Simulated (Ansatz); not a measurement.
The parent structure is GaP in the zinc blende structure (space group F-43m, No. 216; a = 5.3914 Å).

The values are results of LDA in Ansatz (plane waves to 420 eV, PAW, scalar-relativistic without spin-orbit coupling), not measurements.

Base values:

Valley order: a point along ⟨100⟩, about 1.0 Å⁻¹ from Γ 1.38 eV; L along ⟨111⟩ 1.60 eV; Γ 1.88 eV

Perturbation: every lattice vector is stretched by 3.00 %, atoms relaxed at fixed cell.

Problem. How does this affect the valley order?

Solution. The valley order (the lowest conduction-band minima on the path, energy above the VBM, named in the base's zone) changes from a point along ⟨100⟩, about 1.0 Å⁻¹ from Γ 1.38 eV; L along ⟨111⟩ 1.60 eV; Γ 1.88 eV to Γ 1.15 eV; L along ⟨111⟩ 1.33 eV; a point along ⟨100⟩, about 1.0 Å⁻¹ from Γ 1.53 eV.

The cells carry an imposed strain or load. Whether these cells are dynamically stable was not tested.

Ansatz is a first-principles code.
